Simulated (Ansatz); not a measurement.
The reference is Cs2AgBiBr6 (space group Fm-3m, No. 225; a = 10.9963 Å).

Level of theory: LDA (Ansatz, a quantum-chemistry and plane-wave program), no SOC.

For the base:

The band gap is 0.94 eV. The hole mass is 0.15 mₑ along k, 0.62 mₑ across (at X) and the electron mass comes out as 0.36 mₑ along k, 0.24 mₑ across (at L).

One thing is altered: the cell is scaled by 1.0075 in all directions, atoms relaxed at fixed cell.

Task: What happens to the band gap?

Result: The band gap increases by 0.04 eV, from 0.94 eV to 0.98 eV.

Task: Estimate the effect on the hole mass.

Result: The hole mass changes from 0.15 mₑ along k, 0.62 mₑ across (at X) to 0.16 mₑ along k, 0.64 mₑ across (at X).

Task: How does this affect the electron mass?

Result: The electron mass stays 0.36 mₑ along k, 0.24 mₑ across (at L).

Task: How does this affect the energy relative to the base?

Result: The energy goes up by 1.7 meV/atom.

With Bi present, leaving out spin-orbit coupling can change the band edges. The cells carry an imposed strain or load. Effective masses come from finite differences of ±0.01 Å⁻¹. Along k means along the line from Γ to the band edge. Stability against distortions was not tested.
